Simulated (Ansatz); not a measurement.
# Cubic perovskite KMgF3

All values below come from r²SCAN in Ansatz (plane waves, PAW).

Run with plane-wave cutoff 560 eV, 8×8×8 k mesh, Fermi–Dirac smearing 0.01 eV, scalar-relativistic PAW data made under PBE.

Cell: relaxed at this level.

```json
{
  "equilibrium_volume_per_atom": "12.62 Å³/atom",
  "bulk_modulus": "78.1 GPa",
  "equilibrium_lattice_constant_a": "3.981 Å",
  "band_gap": "8.30 eV (indirect)",
  "smallest_direct_gap_on_the_k_points_sampled": "8.61 eV",
  "pressure derivative B′ of the bulk modulus": "4.5"
}
```

Measured, for comparison: equilibrium volume per atom 12.70 Å³/atom, lattice constant a 3.990 Å (room temperature, not corrected to a static lattice; as tabulated in Vaitheeswaran et al. (2007), arXiv:cond-mat/0703621); bulk modulus 75.1 GPa (room temperature, not corrected to a static lattice, our sources range from 71.2 to 75.1; as tabulated in Vaitheeswaran et al. (2007), arXiv:cond-mat/0703621). Computed (rounded) less measured: equilibrium volume per atom -0.6 %, bulk modulus +4 % (+4 % to +10 % over the range), lattice constant a -0.2 %. A static lattice is as a rule a little smaller and stiffer than an uncorrected measurement, which narrows the difference in the equilibrium volume per atom, bulk modulus and would widen misses of the other sign.

Computed values are for the static lattice.

Ansatz is a first-principles code.
